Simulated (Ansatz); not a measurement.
Worked example: self-consistent single point of Sb2Os (Pm, 6 atoms in the cell) in Ansatz (a quantum-chemistry and plane-wave program).

Computed with LDA (PW92), default PAW files made with PBE (plane waves; Ansatz).

```
Sb2Os
1.0
    5.94749     0.00000     0.00000
    0.00000     6.70333     0.00000
    0.00000     0.00000     3.23339
Sb Os
4 2
Direct
  0.32655   0.85850   0.50000
  0.68186   0.14150   0.50000
  0.81814   0.64150   0.00000
  0.18186   0.35850   0.00000
  0.50000   0.50000   0.50000
  0.00000   0.00000   0.00000
```

Reference input (self-consistent single point, DFT, LDA (PW92), plane waves, default PAW files made with PBE): basis.ecutwfc = 420 eV; kpoints.mp_grid.grid = 3 3 7; hamiltonian.xc = lda; hamiltonian.pseudopotentials = {kind: paw} (the program's default PAW files); scf.occupations.method = fermi_dirac; scf.occupations.width = 0.05 eV. This run's input differs from it in these lines:

Ansatz 0.2 input:
```diff
@@ -17,3 +17,3 @@
   mp_grid:
-    grid: [3, 3, 7]
+    grid: [6, 5, 10]
 hamiltonian:
```

Output (repeated stretches shortened):

```
SCF iter   1: F=—  HF=-47580.350114 eV  |F-HF|=—  |Δ(HF+E_count)|=         —  Δρ=7.66e-3  dr2=2.94e-2  ethr=1.77e-3  ⟨swp⟩=6.7  Hψ=20466  notcnv=0  defer=30
all-band conjugate gradients solve this SCF's bands
preconditioner: auto → Resta (q_TF=auto, 2.579 Å⁻¹)
SCF iter   2: F=—  HF=-47580.342059 eV  |F-HF|=—  |Δ(HF+E_count)|=   8.06e-3  Δρ=3.80e-3  dr2=7.84e-3  ethr=3.20e-5  ⟨swp⟩=2.6  Hψ=9390  notcnv=0  defer=128
SCF iter   3: F=—  HF=-47580.339419 eV  |F-HF|=—  |Δ(HF+E_count)|=   2.64e-3  Δρ=4.96e-4  dr2=3.52e-4  ethr=8.52e-6  ⟨swp⟩=2.5  Hψ=8081  notcnv=0  defer=128
SCF iter   4: F=—  HF=-47580.339315 eV  |F-HF|=—  |Δ(HF+E_count)|=   1.04e-4  Δρ=6.43e-5  dr2=5.41e-6  ethr=3.83e-7  ⟨swp⟩=2.0  Hψ=6775  notcnv=0  defer=128
SCF iter   5: F=—  HF=-47580.339313 eV  |F-HF|=—  |Δ(HF+E_count)|=   1.81e-6  Δρ=2.48e-5  dr2=1.19e-6  ethr=5.88e-9  ⟨swp⟩=2.4  Hψ=9003  notcnv=0  defer=128
SCF iter   6: F=-47580.339313 eV  HF=-47580.339313 eV  |F-HF|=2.37e-8  |Δ(HF+E_count)|=   3.88e-7  Δρ=5.89e-6  dr2=3.96e-8  ethr=1.09e-10  ⟨swp⟩=8.3  Hψ=25205  notcnv=0
SCF 1 converged in 6 iterations: F = -47580.339313 eV  dr2 = 3.96e-8
Free energy (F): -47580.339313 eV
Internal energy: -47580.338941 eV  (E = F + TS)
E sigma→0 (E₀):  -47580.339127 eV
Entropy (-TS):   -0.000371 eV (-0.062 meV/atom)
Fermi energy:    14.646692 eV
--- Forces (eV/Å), atoms counted from 1 ---
  atom   1  Sb    -0.67277435     0.04757659     0.00000000
  atom   2  Sb     0.29074597     0.11847723    -0.00000000
  atom   3  Sb     0.05843612     0.09032427     0.00000000
  atom   4  Sb     0.02028920    -0.08652985    -0.00000000
  atom   5  Os     0.08022385    -0.08702962    -0.00000000
  atom   6  Os     0.22307732    -0.08282277    -0.00000000
--- Stress (GPa, compression-positive) ---
       -3.818546       0.334069       0.000000
        0.334069      -3.643095       0.000000
        0.000000       0.000000      -4.296366
  P = ⅓ Tr σ = -3.9193 GPa (-39.193 kbar)
  The stress holds the Pulay correction. Without it, at fixed plane waves, as pw.x and ABINIT print it: P = -3.9761 GPa
```

The run converged in 6 iterations. Against the reference run the free energy drops by 2.6 meV/atom, the pressure moves little (-3.93 to -3.92 GPa), the largest force hardly changes (0.667 to 0.674 eV/Å) and the gap on the mesh goes from 0.497 to 0.407 eV.

The starting cell comes from a database of computed structures (which also holds hypothetical and non-ambient phases and stackings), without a prior relaxation at this level. Its lattice was rescaled by up to half a per cent. One atom was moved a little off its site on purpose. Spin-orbit coupling is off. With a pressure of about -4 GPa the cell is away from its equilibrium volume at this level. Ansatz's pressure includes its estimate of the finite-basis (Pulay) stress. Another mesh or the band path of this cell gives a smaller gap, so this value is not converged in the mesh.

Cost on one core of a shared machine: roughly 50 s.
